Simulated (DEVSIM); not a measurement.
Device: TaN/Al2O3/p-Ge capacitor, at 300 K.

Layer 1 from the left is Al2O3, thickness (nm) 2.20. Layer 2 from the left is Ge, thickness (nm) 15000, Na (cm⁻³) 1.5e15.

Metal gate on the left, work function 4.4 eV. Fixed charge at the semiconductor interface 1.3e11 cm⁻² (in units of +e); no interface traps.

The device is made up for the run: typed textbook-type constants, with dimensions and the other settings drawn at random. Values at 300 K.

Al2O3: gap (eV) 6.8, affinity (eV) 1.35, permittivity 9. Ge: gap (eV) 0.664, affinity (eV) 4, permittivity 16, Nc (cm⁻³) 1.04e19, Nv (cm⁻³) 6e18.

Estimate by hand the flat-band voltage, the threshold voltage, and compare with a numerical solution.


- Flat-band voltage: C = 3.62 μF/cm², work-function difference -0.050 V; VFB = φms − qNf/C = -0.06 V; numerical -0.06 V.
- Threshold voltage: φF = 0.110 V, depletion charge √(4εqNφF) = 1.23e-8 C/cm²; VT = VFB + 2φF + Qd/C = 0.17 V; numerical 0.17 V.

DEVSIM, 1D Poisson equation in equilibrium, Boltzmann statistics, complete ionisation; no quantum confinement or tunnelling. Metal contacts follow the ideal Schottky-Mott rule: no Fermi-level pinning, no interface dipoles.
